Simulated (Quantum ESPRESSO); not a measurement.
Worked example: self-consistent single point of PbO2 (P4_2/mnm, 6 atoms in the cell) in Quantum ESPRESSO.

Level of theory: PBE, GBRV 1.5 ultrasoft (PBE) pseudopotentials (plane waves; Quantum ESPRESSO).

The change in words: lattice scaled by 0.98. Reference geometry:
```
PbO2
1.0
    5.06289     0.00000     0.00000
    0.00000     5.06289     0.00000
    0.00000     0.00000     3.45536
Pb O
2 4
Direct
  0.00000   0.00000   0.00000
  0.50000   0.50000   0.50000
  0.30743   0.30743   0.00000
  0.69257   0.69257   0.00000
  0.19257   0.80743   0.50000
  0.80743   0.19257   0.50000
```

Reference input (self-consistent single point, DFT, PBE, plane waves, GBRV 1.5 ultrasoft (PBE) pseudopotentials): ecutwfc = 40 Ry; ecutrho = 200 Ry; occupations = smearing; smearing = gaussian; degauss = 0.0147 Ry; potentials = {Pb: pb_pbe_v1.uspp.F.UPF, O: o_pbe_v1.2.uspp.F.UPF}; K_POINTS = automatic 5 5 7 0 0 0; conv_thr = 1e-11 Ry; mixing_beta = 0.3. This run's input differs from it in these lines:

```diff
@@ -11,4 +11,4 @@
    ibrav = 6,
-   celldm(1) = 9.567477389,
-   celldm(3) = 0.68248793031,
+   celldm(1) = 9.376127501,
+   celldm(3) = 0.68248800345,
    nat = 6,
```

Output (repeated stretches shortened):

```
     Self-consistent Calculation

     iteration #  1     ecut=    40.00 Ry     beta= 0.30

---- Real-time Memory Report at c_bands before calling an iterative solver
           130 MiB given to the printing process from OS
            53 MiB allocation reported by mallinfo(arena+hblkhd)
------------------

     negative rho (up, down):  2.943E-02 0.000E+00

     total energy              =    -457.01936355 Ry
     estimated scf accuracy    <       1.59535533 Ry

     iteration #  2     ecut=    40.00 Ry     beta= 0.30

---- Real-time Memory Report at c_bands before calling an iterative solver
   [... lines left out ...]
           173 MiB given to the printing process from OS
            67 MiB allocation reported by mallinfo(arena+hblkhd)
------------------

     negative rho (up, down):  3.244E-02 0.000E+00

     total energy              =    -457.27787743 Ry
     estimated scf accuracy    <          1.7E-11 Ry

     iteration # 13     ecut=    40.00 Ry     beta= 0.30

---- Real-time Memory Report at c_bands before calling an iterative solver
           173 MiB given to the printing process from OS
            67 MiB allocation reported by mallinfo(arena+hblkhd)
------------------

     negative rho (up, down):  3.244E-02 0.000E+00
     End of self-consistent calculation

     the Fermi energy is     8.5783 ev

!    total energy              =    -457.27787745 Ry
     estimated scf accuracy    <          2.6E-13 Ry
     smearing contrib. (-TS)   =      -0.00034636 Ry
     internal energy E=F+TS    =    -457.27753110 Ry

     convergence has been achieved in  13 iterations

     negative rho (up, down):  3.244E-02 0.000E+00

     Forces acting on atoms (cartesian axes, Ry/au):

     atom    1 type  1   force =     0.00000000    0.00000000    0.00000000
     atom    2 type  1   force =     0.00000000    0.00000000    0.00000000
     atom    3 type  2   force =    -0.00233031   -0.00233031    0.00000000
     atom    4 type  2   force =     0.00233031    0.00233031    0.00000000
     atom    5 type  2   force =     0.00233031   -0.00233031   -0.00000000
   [... lines left out ...]
     Total force =     0.006591     Total SCF correction =     0.000000
   [... lines left out ...]

     negative rho (up, down):  3.244E-02 0.000E+00
          total   stress  (Ry/bohr**3)                   (kbar)     P=       83.44
   0.00052365   0.00000000   0.00000000           77.03        0.00        0.00
   0.00000000   0.00052365   0.00000000            0.00       77.03        0.00
   0.00000000   0.00000000   0.00065439            0.00        0.00       96.26

   JOB DONE.
```

The run converged in 13 iterations. Against the reference run the free energy goes up by 21.0 meV/atom, the pressure goes from -0.19 to 8.34 GPa and the largest force goes from 0.050 to 0.085 eV/Å.

The starting cell comes from a database of computed structures (which also holds hypothetical and non-ambient phases and stackings), without a prior relaxation at this level. Its lattice was rescaled by a random factor within 2.5 % of one. For this run, on top of that: lattice scaled by 0.98. With a pressure of about 8 GPa the cell is away from its equilibrium volume at this level. The run gives no clean gap (levels at the Fermi energy touch, overlap or are partly filled at this smearing), which alone does not show that the compound is a metal.

Cost on one core of a shared machine: roughly 50 s.
